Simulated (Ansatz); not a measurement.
**How the bulk modulus of Be5Au (F-43m, No. 216) moves with the method**

No measured value is used here.

```csv
level (code),value (GPa),cell (Å³/atom)
LDA (Ansatz),…,9.04
BLYP (Ansatz),131,9.72
PBEsol+SOC (Ansatz),147,9.30
rVV10 (Ansatz),…,9.57
r²SCAN (Ansatz),145,9.45
r²SCAN-D4 (Ansatz),147,9.37
r²SCAN+rVV10 (Ansatz),146,9.40
```

Q: What belongs in the gaps?

A: 
- LDA (Ansatz, a first-principles code), value (GPa): 156
- rVV10 (Ansatz), value (GPa): 139

Density-functional levels without +SOC have no spin–orbit coupling. Each level is taken at its own relaxed cell. Cutoffs differ between the levels. Ansatz's density-functional and Hartree–Fock values are scalar-relativistic unless marked +SOC, with PAW data made under PBE.
